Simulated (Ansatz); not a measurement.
Take BaF₂ (space group P6_3/mmc, No. 194; a cell from a computed database, its experimental status unchecked) as the base.

```
CELL_PARAMETERS angstrom
      4.35767     0.00000     0.00000
     -2.17884     3.77385     0.00000
      0.00000     0.00000     5.99599
ATOMIC_POSITIONS crystal
  Ba 0.33333 0.66667 0.25000
  Ba 0.66667 0.33333 0.75000
  F  0.00000 0.00000 0.50000
  F  0.00000 0.00000 0.00000
  F  0.66667 0.33333 0.25000
  F  0.33333 0.66667 0.75000
```

The values are results of PBEsol in Ansatz (plane waves to 420 eV, PAW, no spin-orbit coupling), not measurements.

Base values:

```
Item                                    Value
----------------------------  ---------------
Gap between the host's bands          5.98 eV
Gap character                 indirect, Γ → K
```

Perturbation: electron doping at 3.0×10^21 cm⁻³ (0.296 per cell), with a uniform compensating background at fixed cell and a 300 K Fermi–Dirac width.

**Question.** What happens to the gap between the host's bands?

**Answer.** The gap between the host's bands rises by 0.04 eV, from 5.98 eV to 6.02 eV.

**Question.** What happens to the Fermi level from band edge?

**Answer.** The Fermi level relative to the doped band's edge (positive inside the band; to 0.05 eV) is +0.60 eV.

**Question.** Estimate the effect on the gap character.

**Answer.** The gap character stays indirect, Γ → K.

Carriers are added with a uniform compensating background; total energy and stress of such cells depend on the potential's zero and are not compared; many-body gap narrowing is missing at this level. Stability against distortions was not tested.

Ansatz is a program for electronic structure.
